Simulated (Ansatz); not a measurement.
## Response to strain in BP

Take BP in the zinc blende structure (space group F-43m, No. 216; a = 4.536 Å) as the base. Axes: x, y, z lie along the cube axes.

Strains are applied to the cell and any free atomic positions relax; under biaxial strain the out-of-plane vector relaxes too.

Calculations: r2SCAN/PAW in Ansatz (a program for electronic structure), spin-orbit coupling left out, earlier PAW set.

| variant | band gap | volume per atom | space group |
|---|---|---|---|
| base | 1.41 eV | 11.67 Å³ | F-43m (No. 216) |
| biaxial strain −1.02 %, plane normal [001], relaxed out of plane | 1.27 eV | … | I-4m2 (No. 119) |
| biaxial strain −0.43 %, plane normal [001], relaxed out of plane | … | 11.59 Å³ | I-4m2 (No. 119) |
| biaxial strain +2.36 %, plane normal [001], relaxed out of plane | … | 12.11 Å³ | I-4m2 (No. 119) |
| biaxial strain +2.18 %, plane normal [110], relaxed out of plane | 1.27 eV | 12.13 Å³ | Imm2 (No. 44) |
| biaxial strain −1.76 %, plane normal [111], relaxed out of plane | 1.27 eV | 11.30 Å³ | R3m (No. 160) |
| biaxial strain +1.02 %, plane normal [111], relaxed out of plane | 1.37 eV | 11.89 Å³ | R3m (No. 160) |
| isotropic strain +3.28 % | 1.54 eV | 12.86 Å³ | F-43m (No. 216) |
| uniaxial strain ε_xx = +5.50 % | 1.07 eV | 12.31 Å³ | I-4m2 (No. 119) |
| uniaxial strain ε_zz = +1.29 % | 1.33 eV | 11.82 Å³ | I-4m2 (No. 119) |

Complete the table.


- biaxial strain −1.02 %, plane normal [001], relaxed out of plane, volume per atom: 11.48 Å³
- biaxial strain −0.43 %, plane normal [001], relaxed out of plane, band gap: 1.35 eV
- biaxial strain +2.36 %, plane normal [001], relaxed out of plane, band gap: 0.95 eV

A biaxial case was relaxed in a doubled cell and then solved in the primitive one. Semilocal Kohn–Sham gaps tend to fall short of experiment. Whether these cells are dynamically stable was not tested.
